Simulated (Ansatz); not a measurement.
A self-consistent single point of GaAs (F-43m, 2 atoms in the cell) with Ansatz (a quantum-chemistry and plane-wave program).

Method: PBE (plane waves, PAW; Ansatz).

The change in words: lattice scaled by 0.98. Reference geometry:
```yaml
crystal:
  lattice:
    - [0.00000, 2.82500, 2.82500]
    - [2.82500, 0.00000, 2.82500]
    - [2.82500, 2.82500, 0.00000]
  atoms:
    - { symbol: Ga, position: [0.00000, 0.00000, 0.00000] }
    - { symbol: As, position: [0.25000, 0.25000, 0.25000] }
```

Reference input (self-consistent single point, DFT, PBE, plane waves, default PAW files): kpoints.mp_grid.grid = 8 8 8; hamiltonian.xc = pbe; hamiltonian.pseudopotentials = {kind: paw} (the program's default PAW files); scf.occupations.method = fermi_dirac; scf.occupations.width = 0.01 eV. This run's input differs from it in these lines:

```diff
@@ -3,5 +3,5 @@
   lattice:
-    - [0.00000000, 2.82500000, 2.82500000]
-    - [2.82500000, 0.00000000, 2.82500000]
-    - [2.82500000, 2.82500000, 0.00000000]
+    - [0.00000000, 2.76850000, 2.76850000]
+    - [2.76850000, 0.00000000, 2.76850000]
+    - [2.76850000, 2.76850000, 0.00000000]
   atoms:
```

The program printed (abridged):

```
SCF iter   1: F=—  HF=-8639.734904 eV  |F-HF|=—  |Δ(HF+E_count)|=         —  Δρ=1.68e-3  dr2=1.88e-3  ethr=1.77e-3  ⟨swp⟩=6.0  Hψ=2514  notcnv=0
all-band conjugate gradients solve this SCF's bands
preconditioner: auto → none
SCF iter   2: F=—  HF=-8639.734050 eV  |F-HF|=—  |Δ(HF+E_count)|=   8.54e-4  Δρ=9.23e-4  dr2=2.63e-4  ethr=6.71e-6  ⟨swp⟩=2.1  Hψ=1137  notcnv=0
SCF iter   3: F=—  HF=-8639.733951 eV  |F-HF|=—  |Δ(HF+E_count)|=   9.94e-5  Δρ=2.39e-4  dr2=2.58e-5  ethr=9.38e-7  ⟨swp⟩=2.0  Hψ=899  notcnv=0
SCF iter   4: F=—  HF=-8639.733964 eV  |F-HF|=—  |Δ(HF+E_count)|=   1.34e-5  Δρ=1.04e-4  dr2=4.19e-6  ethr=9.22e-8  ⟨swp⟩=2.0  Hψ=636  notcnv=0
SCF iter   5: F=—  HF=-8639.733970 eV  |F-HF|=—  |Δ(HF+E_count)|=   6.05e-6  Δρ=1.91e-5  dr2=1.52e-7  ethr=1.50e-8  ⟨swp⟩=2.0  Hψ=788  notcnv=0
SCF iter   6: F=-8639.733970 eV  HF=-8639.733970 eV  |F-HF|=1.50e-8  |Δ(HF+E_count)|=   2.10e-7  Δρ=4.61e-6  dr2=7.17e-9  ethr=3.57e-10  ⟨swp⟩=5.1  Hψ=2375  notcnv=0
SCF 1 converged in 6 iterations: F = -8639.733970 eV  dr2 = 7.17e-9
Free energy (F): -8639.733970 eV
Internal energy: -8639.733970 eV  (E = F + TS)
E sigma→0 (E₀):  -8639.733970 eV
Fermi energy:    9.568272 eV
--- Forces (eV/Å), atoms counted from 1 ---
  atom   1  Ga     0.00000000    -0.00000000    -0.00000000
  atom   2  As    -0.00000000    -0.00000000    -0.00000000
--- Stress (GPa, compression-positive) ---
        8.732260       0.000000      -0.000000
        0.000000       8.732260       0.000000
       -0.000000       0.000000       8.732260
  P = ⅓ Tr σ = 8.7323 GPa (87.323 kbar)
  The stress holds the Pulay correction. Without it, at fixed plane waves, as pw.x and ABINIT print it: P = 8.6932 GPa
```

The run converged in 6 iterations. Against the reference run the free energy rises by 49.1 meV/atom, the pressure goes from 3.42 to 8.73 GPa and the gap on the mesh goes from 0.530 to 0.995 eV.

The starting cell has typed, rounded lattice constants, without a prior relaxation at this level. For this run, on top of that: lattice scaled by 0.98. With a pressure of about 9 GPa the cell is away from its equilibrium volume at this level. Ansatz's pressure includes its estimate of the finite-basis (Pulay) stress.

Keys are those of Ansatz 0.2.
